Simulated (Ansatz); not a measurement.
**Si: isotropic strain −2.00 %**

Take Si in the diamond structure (space group Fd-3m, No. 227; a = 5.470 Å) as the base.

Modification: every lattice vector is shortened by 2.00 %, atoms relaxed at fixed cell.

All numbers come from PBE, PAW, 420 eV (Ansatz, a program for electronic structure; no spin-orbit coupling). k-mesh 10×10×10 (Γ-centred); smearing 0.05 eV (Fermi–Dirac).

| quantity | base | changed | shift |
|---|---|---|---|
| volume per atom | 20.46 Å³ | 19.26 Å³ | -1.20 Å³ |
| space group | Fd-3m (No. 227) | Fd-3m (No. 227) | – |
| shortest interatomic distance | 2.369 Å | 2.321 Å | -0.0474 Å |
| energy relative to the base (free energy F) | 0 meV/atom | +22 meV/atom | +22 meV/atom |
| pressure | 0.00 GPa | 6.12 GPa | +6.12 GPa |
| band gap | 0.61 eV | 0.50 eV | -0.11 eV |
| gap character | indirect, Γ → Γ–X (87 % along) | indirect, Γ → Γ–X (87 % along) | – |
| smallest direct gap | 2.55 eV | 2.58 eV | +0.023 eV |
| mean gap deformation potential ΔEg/Δln V | – | +1.9 eV | – |
| width of the top valence band | 3.76 eV | 4.02 eV | +0.26 eV |
| electron mass | 0.94 mₑ along k, 0.20 mₑ across (off the special points) | 0.92 mₑ along k, 0.19 mₑ across (off the special points) | – |
| hole mass (degenerate bands, along [100]) | 0.16, 0.27, 0.27 mₑ (at Γ) | 0.18, 0.26, 0.26 mₑ (at Γ) | – |
| valley order (the lowest conduction-band minima on the path, energy above the VBM, named in the base's zone) | a point along ⟨100⟩, about 1.0 Å⁻¹ from Γ 0.61 eV; L along ⟨111⟩ 1.46 eV | a point along ⟨100⟩, about 1.0 Å⁻¹ from Γ 0.50 eV; L along ⟨111⟩ 1.67 eV | – |

Masses are band curvatures over ±0.01 Å⁻¹ around the edge. Along k means along the line from Γ to the band edge. Stability against distortions was not tested.
